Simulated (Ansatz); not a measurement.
**Effect of uniaxial stress, 3 GPa tension along x on hypothetical zinc blende LiF**

Consider LiF in the zinc blende structure (space group F-43m, No. 216; a = 4.364 Å; a hypothetical phase, not in the database extracts checked). Axes: x, y, z lie along the cube axes.

The change: uniaxial stress, 3 GPa tension along x, with the cell and atoms free to relax against it.

Method: PBE/PAW in Ansatz (a first-principles code), without spin-orbit coupling. k-mesh 13×13×13 (Γ-centred); smearing 0.05 eV (Fermi–Dirac).

| quantity | base | changed | shift |
|---|---|---|---|
| volume per atom | 10.39 Å³ | 10.56 Å³ | +0.17 Å³ |
| space group | F-43m (No. 216) | I-4m2 (No. 119) | – |
| energy relative to the base (free energy F) | 0 meV/atom | +6.4 meV/atom | +6.4 meV/atom |
| band gap | 7.65 eV | 7.48 eV | -0.17 eV |
| gap character | direct at Γ | direct at Γ | – |
| electron mass | 0.82 mₑ (at Γ) | 0.82 mₑ (at Γ) | – |
| strain response (xx, yy, zz) | – | (+7.59, −2.82, −2.82) % | – |

Cost of the whole job for the changed cell (relaxation, final SCF and bands): roughly 30 core-seconds.

Effective masses come from finite differences of ±0.01 Å⁻¹. Stability under load was not tested beyond the relaxation. k-point labels follow each cell's own Brillouin zone.
